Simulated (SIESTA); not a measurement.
A self-consistent single point of CaMg₇ (P-6m2, 8 atoms in the cell) with SIESTA.

Level of theory: SIESTA with GGA PBEsol, numerical atomic orbitals DZP, PseudoDojo PBEsol standard norm-conserving potentials (rewritten from UPF to PSML).

The change in words: lattice scaled by 0.98. Reference geometry:
```xyz
8
Lattice="6.7900 0.0000 0.0000 -3.3950 5.8803 0.0000 0.0000 0.0000 5.3701" Properties=species:S:1:pos:R:3 pbc="T T T"
Ca     0.0000     0.0000     2.6850
Mg    -1.6739     2.9538     2.6850
Mg     0.0000     5.8531     2.6850
Mg     1.6739     2.9538     2.6850
Mg     0.0000     2.0017     0.0000
Mg    -1.6615     4.8795     0.0000
Mg     1.6615     4.8795     0.0000
Mg     3.3950     1.9601     0.0000
```

Reference input (self-consistent single point, DFT, GGA PBEsol, numerical atomic orbitals DZP, PseudoDojo PBEsol standard norm-conserving potentials (rewritten from UPF to PSML)): XC.functional = GGA; XC.authors = PBEsol; potentials = PseudoDojo PBEsol standard; PAO.BasisSize = DZP; PAO.EnergyShift = 0.01 Ry; MeshCutoff = 350 Ry; kgrid.MonkhorstPack = 4 4 5; OccupationFunction = FD; ElectronicTemperature = 100 meV; MaxSCFIterations = 150; SCF.Mixer.Method = Pulay; SCF.Mixer.Weight = 0.25. This run's input differs from it in these lines:

```diff
@@ -12,5 +12,5 @@
 %block LatticeVectors
-     6.789991000    0.000000000    0.000000000
-    -3.394996000    5.880305000    0.000000000
-     0.000000000    0.000000000    5.370072000
+     6.654191000    0.000000000    0.000000000
+    -3.327096000    5.762699000    0.000000000
+     0.000000000    0.000000000    5.262671000
 %endblock LatticeVectors
@@ -18,10 +18,10 @@
 %block AtomicCoordinatesAndAtomicSpecies
-     0.000000000    0.000000000    2.685036000  1
-    -1.673919757    2.953765406    2.685036000  2
-    -0.000000498    5.853079188    2.685036000  2
-     1.673919255    2.953765406    2.685036000  2
-    -0.000000170    2.001655822    0.000000000  2
-    -1.661511213    4.879477089    0.000000000  2
-     1.661510383    4.879477089    0.000000000  2
-     3.394998728    1.960099707    0.000000000  2
+     0.000000000    0.000000000    2.631335500  1
+    -1.640441323    2.894690148    2.631335500  2
+    -0.000000498    5.736017704    2.631335500  2
+     1.640440821    2.894690148    2.631335500  2
+    -0.000000170    1.961622740    0.000000000  2
+    -1.628280953    4.781887630    0.000000000  2
+     1.628280123    4.781887630    0.000000000  2
+     3.327098660    1.920897746    0.000000000  2
 %endblock AtomicCoordinatesAndAtomicSpecies
```

Output, abridged:

```
        iscf     Eharris(eV)        E_KS(eV)     FreeEng(eV)     dDmax    Ef(eV) dHmax(eV)
   scf:    1   -12324.749666   -12339.649274   -12339.739626  1.611032 -2.986007  3.690968
   scf:    2   -12339.892098   -12339.772683   -12339.862689  0.041572 -3.012308  2.548480
   scf:    3   -12339.988433   -12339.889671   -12339.978909  0.093945 -3.078263  0.120500
   scf:    4   -12339.891099   -12339.890615   -12339.979890  0.008432 -3.080102  0.096352
   scf:    5   -12339.890871   -12339.890767   -12339.980039  0.004906 -3.080679  0.010089
   scf:    6   -12339.890760   -12339.890765   -12339.980042  0.000446 -3.080973  0.008891
   scf:    7   -12339.890771   -12339.890768   -12339.980044  0.000675 -3.081029  0.003448
   scf:    8   -12339.890780   -12339.890774   -12339.980044  0.000266 -3.081102  0.003933
   scf:    9   -12339.890771   -12339.890773   -12339.980044  0.000172 -3.081090  0.000065
   scf:   10   -12339.890772   -12339.890772   -12339.980044  0.000009 -3.081096  0.000057
SCF Convergence by DM+H criterion
max |DM_out - DM_in|         :     0.0000093741
max |H_out - H_in|      (eV) :     0.0000565747
SCF cycle converged after 10 iterations

Using DM_out to compute the final energy and forces

siesta: E_KS(eV) =           -12339.8908

siesta: E_KS - E_eggbox =    -12339.8908

siesta: Atomic forces (eV/Ang):
     1   -0.000005    0.000004   -0.000000
     2   -0.060005   -0.034579   -0.000000
     3   -0.000057    0.069256    0.000000
     4    0.059985   -0.034632   -0.000000
     5    0.000074    0.316606    0.000000
     6    0.274238   -0.158332    0.000000
     7   -0.274152   -0.158367    0.000000
     8   -0.000034    0.000019    0.000000
   Tot    0.000043   -0.000025    0.000000
   Max    0.316606
   Res    0.114591    sqrt( Sum f_i^2 / 3N )
   Max    0.316606    constrained

   [... lines left out ...]
siesta: FreeEng =    -12339.980044
siesta: Cell volume =        201.802907 Ang**3
siesta:           8.34520971         12.03053180  kBar
   [... lines left out ...]
   [... 11 lines left out ...]

mulliken: Qtot =       80.000

Mulliken Atomic Populations:
Atom #   charge [q] valence [e]  Species
     1     0.389170    9.610830  Ca
     2    -0.098925   10.098925  Mg
     3    -0.098925   10.098925  Mg
     4    -0.098923   10.098923  Mg
     5    -0.084953   10.084953  Mg
     6    -0.084953   10.084953  Mg
     7    -0.084953   10.084953  Mg
     8     0.162462    9.837538  Mg
 Total    -0.000000
```

The run converged in 10 iterations. Against the reference run the free energy goes down by 4.3 meV/atom, the pressure goes from -1.46 to 0.83 GPa and the largest force hardly changes (0.314 to 0.317 eV/Å).

The starting cell comes from a database of computed structures (which also holds hypothetical and non-ambient phases and stackings), without a prior relaxation at this level. Its lattice was rescaled by a random factor within 2.5 % of one. For this run, on top of that: lattice scaled by 0.98. Values carry the incompleteness of an atom-centred basis.
